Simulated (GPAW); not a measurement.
GPAW run on CuI (F-43m, 8 atoms in the cell): self-consistent single point.

Method: PBE, GPAW PAW datasets PBE (gpaw-data 1.0.1) (plane waves; GPAW).

The change in words: 2 x 2 x 1 supercell, mesh divided and rounded up; kpts: 5 5 5 → 3 3 5. Reference geometry:
```xyz
2
Lattice="0.0000 3.0903 3.0903 3.0903 0.0000 3.0903 3.0903 3.0903 0.0000" Properties=species:S:1:pos:R:3 pbc="T T T"
Cu     0.0000     0.0000     0.0000
I      1.5452     1.5452     1.5452
```

Reference input (self-consistent single point, DFT PBE, plane waves, GPAW PAW datasets PBE (gpaw-data 1.0.1)): mode = pw; ecut = 850 eV; xc = PBE; kpts = 5 5 5; mesh shift (steps) = 0 0 0; occupations.name = methfessel-paxton; occupations.width = 0.05 eV; occupations.order = 0; nbands = -4; convergence.density = 1e-05 e/electron; convergence.energy = 1e-05 eV/electron; convergence.bands = -2. This run's input differs from it in these lines:

```diff
@@ -4,8 +4,14 @@
 
-atoms = Atoms(['Cu', 'I'],
-              cell=[[0.000000, 3.090340, 3.090340],
-                    [3.090340, 0.000000, 3.090340],
+atoms = Atoms(['Cu', 'Cu', 'Cu', 'Cu', 'I', 'I', 'I', 'I'],
+              cell=[[0.000000, 6.180680, 6.180680],
+                    [6.180680, 0.000000, 6.180680],
                     [3.090340, 3.090340, 0.000000]],
               scaled_positions=[[0.000000, 0.000000, 0.000000],
-                                [0.250000, 0.250000, 0.250000]],
+                                [0.000000, 0.500000, 0.000000],
+                                [0.500000, 0.000000, 0.000000],
+                                [0.500000, 0.500000, 0.000000],
+                                [0.125000, 0.125000, 0.250000],
+                                [0.125000, 0.625000, 0.250000],
+                                [0.625000, 0.125000, 0.250000],
+                                [0.625000, 0.625000, 0.250000]],
               pbc=True)
@@ -14,3 +20,3 @@
             xc='PBE',
-            kpts=(5, 5, 5),
+            kpts=(3, 3, 5),
             occupations={'name': 'methfessel-paxton', 'width': 0.05, 'order': 0},
```

Output (repeated stretches shortened):

```
     iter     time        total  log10-change:
                         energy   eigst   dens
iter:   1 --:--:--   -22.512011   +0.38
iter:   2 --:--:--   -22.409591   -1.06  -1.55
iter:   3 --:--:--   -27.203914   -0.15  -1.54
iter:   4 --:--:--   -21.830378   -0.09  -1.24
iter:   5 --:--:--   -22.398211   -0.46  -1.66
   [... 5 lines left out ...]
iter:  11 --:--:--   -21.960798   -2.72  -3.05
iter:  12 --:--:--   -21.946798   -3.28  -2.64
iter:  13 --:--:--   -21.942710   -2.72  -2.87
iter:  14 --:--:--   -21.942617   -3.91  -3.58
iter:  15 --:--:--   -21.942583c  -4.72  -3.63
iter:  16 --:--:--   -21.942401c  -4.57  -3.61
iter:  17 --:--:--   -21.942402c  -5.20  -4.05
iter:  18 --:--:--   -21.942394c  -5.40  -4.16
iter:  19 --:--:--   -21.942394c  -5.50  -4.47
iter:  20 --:--:--   -21.942402c  -5.44  -4.57
iter:  21 --:--:--   -21.942406c  -5.95  -4.32
iter:  22 --:--:--   -21.942394c  -5.35  -4.20
iter:  23 --:--:--   -21.942394c  -6.37  -4.90
iter:  24 --:--:--   -21.942394c  -6.35  -4.93
iter:  25 --:--:--   -21.942393c  -6.70  -5.10c
iter:  26 --:--:--   -21.942393c  -6.98  -5.22c
iter:  27 --:--:--   -21.942393c  -7.31  -5.43c
iter:  28 --:--:--   -21.942393c  -7.19  -5.47c
iter:  29 --:--:--   -21.942393c  -7.52c -5.24c
Converged after 29 iterations.

Dipole moment: (-20.604639, -20.604639, -20.605346) |e|*Ang

Energy contributions relative to reference atoms: (reference = -954248.990030)

Kinetic:         -5.746426
Potential:       +0.826042
External:        +0.000000
XC:             -17.142843
Entropy (-ST):   -0.000000
Local:           +0.120834
SIC:             +0.000000
--------------------------
Free energy:    -21.942393
Extrapolated:   -21.942393

Showing only first 2 kpts
 Kpt  Band  Eigenvalues  Occupancy
  0    34      3.86827    2.00000
  0    35      3.86841    2.00000
  0    36      4.86532    0.00000
  0    37      5.97297    0.00000

  1    34      3.64121    2.00000
  1    35      3.64143    2.00000
  1    36      5.92273    0.00000
  1    37      6.95343    0.00000

Fermi level: 4.56723

Gap: 0.997 eV
Transition (v -> c):
   [... lines left out ...]
  2 Cu   -0.00075   -0.00075   -0.00220
  3 Cu   -0.00075   -0.00075   -0.00220
  4 I     0.00076    0.00076    0.00222
  5 I     0.00076    0.00076    0.00222
  6 I     0.00076    0.00076    0.00222
  7 I     0.00076    0.00076    0.00222

Stress tensor:
     0.008092    -0.000104    -0.000010
    -0.000104     0.008092    -0.000010
    -0.000010    -0.000010     0.008193
Stress (GPa, Voigt): [ 1.2964  1.2964  1.3127 -0.0015 -0.0015 -0.0166]
```

The run converged in 29 iterations. GPAW prints stress with tension positive. Against the reference run the free energy drops by 2.2 meV/atom, the pressure hardly changes (-1.27 to -1.30 GPa), the largest force moves little (0.000 to 0.002 eV/Å) and the gap on the mesh hardly changes (0.996 to 0.997 eV).

The starting cell has typed, rounded lattice constants, without a prior relaxation at this level. Its lattice was rescaled by a random factor within 2.5 % of one. Spin-orbit coupling is off.

Cost on one core of a shared machine: roughly 2 min.
